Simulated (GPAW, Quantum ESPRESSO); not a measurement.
A GPAW input for a self-consistent single point of CaO (Fm-3m, 2 atoms in the cell) (DFT PBE, plane waves, GPAW PAW datasets PBE (gpaw-data 1.0.1)):

```python
from ase import Atoms
from ase.units import GPa
from gpaw import GPAW, PW, FermiDirac

atoms = Atoms(['Ca', 'O'],
              cell=[[0.000000, 2.356900, 2.356900],
                    [2.356900, 0.000000, 2.356900],
                    [2.356900, 2.356900, 0.000000]],
              positions=[[0.000000, 0.000000, 0.000000],
                         [2.356900, 2.356900, 2.356900]],
              pbc=True)

calc = GPAW(mode=PW(950),
            xc='PBE',
            kpts={'size': (12, 12, 12), 'gamma': True},
            occupations=FermiDirac(0.05),
            nbands=-8,
            convergence={'forces': 0.001, 'bands': -6},
            symmetry={'symmorphic': False, 'tolerance': 0.0005},
            maxiter=100,
            txt='-')

atoms.calc = calc

energy = atoms.get_potential_energy()
print('Energy (eV):', round(energy, 6))
forces = atoms.get_forces()
print('Forces (eV/Ang):')
print(forces.round(5))
stress = atoms.get_stress()
print('Stress (GPa, Voigt):', (stress / GPa).round(4))
```

### Question
Translate this input to Quantum ESPRESSO.

### Answer
This is the input that was run; spellings and numerical settings could be chosen otherwise.

```fortran
&control
    calculation = 'scf',
    prefix = 'cao',
    outdir = './tmp/',
    pseudo_dir = './',
    tprnfor = .true.,
    tstress = .true.,
/
&system
    ibrav = 2,
    celldm(1) = 8.9077910063,
    nat = 2,
    ntyp = 2,
    ecutwfc = 40,
    ecutrho = 200,
    occupations = 'smearing',
    smearing = 'fermi-dirac',
    degauss = 0.0036749,
/
&electrons
    conv_thr = 1e-8,
/
ATOMIC_SPECIES
Ca    40.0780  ca_pbe_v1.uspp.F.UPF
O     15.9990  o_pbe_v1.2.uspp.F.UPF
ATOMIC_POSITIONS crystal
Ca    0.0000000000    0.0000000000    0.0000000000
O     0.5000000000    0.5000000000    0.5000000000
K_POINTS automatic
12 12 12  0 0 0
```

Basis, cutoffs, solver keys and any potentials are the target program's own. This input uses DFT, PBE, plane waves, GBRV 1.5 ultrasoft (PBE) pseudopotentials. Both were run: gap on the mesh 3.672 eV in GPAW and 3.640 in Quantum ESPRESSO.

On GPAW: the starting cell has typed, rounded lattice constants, without a prior relaxation at this level. For this run, on top of that: lattice scaled by 0.98.

On Quantum ESPRESSO: the starting cell has typed, rounded lattice constants, without a prior relaxation at this level. For this run, on top of that: lattice scaled by 0.98. With a pressure of about 9 GPa the cell is away from its equilibrium volume at this level.
